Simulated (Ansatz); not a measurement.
Inside the gap of an insulator the Bloch states are evanescent, with a wavenumber k + iκ along the transport direction.

Data:

```xyz
4
Lattice="3.1889 0.0000 0.0000 -1.5945 2.7617 0.0000 0.0000 0.0000 5.3481" Properties=species:S:1:pos:R:3 pbc="T T T"
Ga     1.5945     0.9206     2.6691
Ga     0.0000     1.8411     5.3432
N      1.5945     0.9206     4.6845
N      0.0000     1.8411     2.0105
```

Space group of this cell: P6_3mc, wurtzite. The cell is strained (lengths along the current scaled by 1.03, ions clamped); by r2SCAN its mean pressure is -6.1 GPa.

Transport runs along the normal of the first two printed cell vectors, the (001) (indices of the unstrained crystal) plane of the conventional cell.

The gap is the functional's own, uncorrected, and κ follows it; spin-orbit coupling is left out. Mid-gap values are interpolated between the computed energies.

State the band gap and the smallest decay constant κ at mid-gap according to r2SCAN in Ansatz (a first-principles code).

Gap 2.02 eV on a 12×12×6 mesh; κ = 0.137 1/Å, at the zone centre.
